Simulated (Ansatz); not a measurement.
**Short convergence ladders for Li₃Au (I4mm, 4 atoms in the cell)**

```xyz
4
Lattice="0.0000 3.1160 3.1160 3.1160 0.0000 3.1160 3.1160 3.1160 0.0000" Properties=species:S:1:pos:R:3 pbc="T T T"
Li     1.5580     1.5580     1.5580
Li     4.6741     4.6741     4.6741
Li     3.1160     3.1160     3.1660
Au     0.0000     0.0000     0.0000
```

Base method: PBEsol, default PAW files made with PBE (plane waves; Ansatz, a quantum-chemistry and plane-wave program).

Base settings: basis.ecutwfc = 30.9 Ry; kpoints.mp_grid.grid = 9 9 9; hamiltonian.xc = pbesol; hamiltonian.pseudopotentials = {kind: paw} (the program's default PAW files); scf.occupations.method = gaussian; scf.occupations.width = 0.0073 Ry.

The count of work is k-points × plane waves × bands × iterations; it is no time. 

**The cutoff for other potential files**

Level: DFT, PBEsol, plane waves, harder PAW files (source: ansatz) made with PBE.

In this ladder: hamiltonian.pseudopotentials = {kind: paw, source: ansatz}.

The second cell is the first with its lattice scaled by 0.98.

The mesh stays at the base's, so the ladder's end is converged at best in this setting alone.

The first pressure column holds Ansatz's estimate of the finite-basis (Pulay) stress, which hides part of the cutoff error; the other is without it.

Only quantities that move along the ladder and can be compared are tabulated.

```tsv
basis.ecutwfc	free energy less the last step's (meV/atom)	energy of the compressed cell less the first (meV/atom)	pressure (GPa)	pressure without the Pulay estimate (GPa)	count of work / last
25.7 Ry	929.62	1.89	-0.11	-50.73	0.11
31.6 Ry	155.17	4.57	-0.31	-10.94	0.15
40.1 Ry	10.53	5.50	-0.19	-1.16	0.22
48.9 Ry	0.79	5.52	-0.18	-0.24	0.29
57.3 Ry	0.32	5.53	-0.18	-0.18	0.35
68.7 Ry	0.20	5.53	-0.18	-0.18	0.46
86 Ry	0.11	5.51	-0.18	-0.18	0.66
114.7 Ry	0.00	5.51	-0.18	-0.18	1.0
```

Coarsest basis.ecutwfc that holds the energy of the compressed cell less the first within 0.2 meV/atom of the last step, with all finer ones: 40.1 Ry, at 0.22 of the last step's count of work; the step before is off by 0.94 meV/atom.

Coarsest basis.ecutwfc that holds the free energy within 5 meV/atom of the last step, with all finer ones: 48.9 Ry, at 0.29 of the last step's count of work; the step before is off by 11 meV/atom.

Coarsest basis.ecutwfc that holds the pressure within 0.1 GPa of the last step, with all finer ones: 40.1 Ry, at 0.22 of the last step's count of work; the step before is off by 0.13 GPa.

The energy difference between the two cells stays within 1 meV/atom of the last step's from 31.6 Ry on, the total only from 48.9 Ry on: much of the error is common to both cells and cancels.

At the lowest cutoff the pressure without the Pulay estimate lies 50.6 GPa under the last step's, the usual sign of Pulay stress in an incomplete plane-wave basis.

**The relaxed cell against the cutoff**

On Li3Au (Fm-3m, 4 atoms in the cell): atoms on their sites.

In this ladder: relax = cell and atoms.

The mesh stays at the base's, so the ladder's end is converged at best in this setting alone.

Only quantities that move along the ladder and can be compared are tabulated.

```tsv
basis.ecutwfc	relaxed volume (Å³/atom)	relaxation steps
15.4 Ry	15.179	18
18.4 Ry	15.362	16
21.7 Ry	15.051	8
26.1 Ry	15.047	3
30.9 Ry	15.045	3
37.1 Ry	15.045	3
46.3 Ry	15.045	3
61.7 Ry	15.046	3
```

Coarsest basis.ecutwfc that holds the relaxed volume within 0.075 Å³/atom of the last step, with all finer ones: 21.7 Ry; the step before is off by 0.32 Å³/atom.

At the lowest cutoff the cell relaxes to a volume 0.9 % larger than at the highest. Ansatz relaxes on a stress corrected for the finite basis.

On the base run: the starting cell comes from a database of computed structures (which also holds hypothetical and non-ambient phases and stackings), without a prior relaxation at this level. Its lattice was rescaled by up to half a per cent. One atom was moved a little off its site on purpose.

Keys are those of Ansatz 0.2.
